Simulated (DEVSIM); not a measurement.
Device: abrupt CdTe n-p junction, at 250 K.

Layer 1 from the left is CdTe, thickness (μm) 29.0, Nd (cm⁻³) 2.3e15, τn (s) 5.7e-10, τp (s) 5.7e-10. Layer 2 from the left is CdTe, thickness (μm) 9.10, Na (cm⁻³) 6.7e17, τn (s) 5.7e-10, τp (s) 5.7e-10.

Left contact: ohmic. Right contact: ohmic. Voltage is applied to the left contact. Recombination: SRH at mid-gap, radiative. Mobility is μmin + (μ − μmin)/(1 + (N/Nref)^α).

This is a model device: material constants are rounded textbook-type values typed into the input, and sizes, dopings and lifetimes were drawn at random. Values at 300 K; Nc and Nv go as T^1.5, mobilities as T to minus their exponent, the gap by Varshni's rule with the affinity fixed.

CdTe: gap (eV) 1.5, affinity (eV) 4.28, permittivity 10.2, Nc (cm⁻³) 8e17, Nv (cm⁻³) 1.8e19, μn (cm²/Vs) 1000, μp (cm²/Vs) 80, μn,min 100, μp,min 10, Nref,n 1e17, Nref,p 1e17, αn 0.6, αp 0.6, T exponent of μn 1.7, T exponent of μp 1.5, B (cm³/s) 1e-10, Varshni α (eV/K) 0.00031, Varshni β (K) 108.

Problem. Estimate by hand the built-in potential, the peak field at zero bias, the capacitance at 6 V, and compare with a numerical solution.

Solution. 
- Built-in potential: ni = √(Nc Nv) exp(−Eg/2kT) = 1580 cm⁻³ with Eg = 1.514 eV; Vbi = kT/q ln(Na Nd/ni²) = 1.329 V; numerical 1.329 V.
- Peak field at zero bias: depletion approximation: W = √(2εVbi/(qN)) = 0.809 μm with N = 2.29e15 cm⁻³; field = 2Vbi/W = 32900 V/cm; numerical 50900 V/cm (estimate below by 35 %).
- Capacitance at 6 V: C = √(qεN / 2(Vbi + |V|)) = 4.76 nF/cm²; numerical 4.77 nF/cm².

Model (solved in DEVSIM): 1D drift-diffusion, Boltzmann statistics, complete ionisation; no tunnelling, impact ionisation, image-force lowering or self-heating.
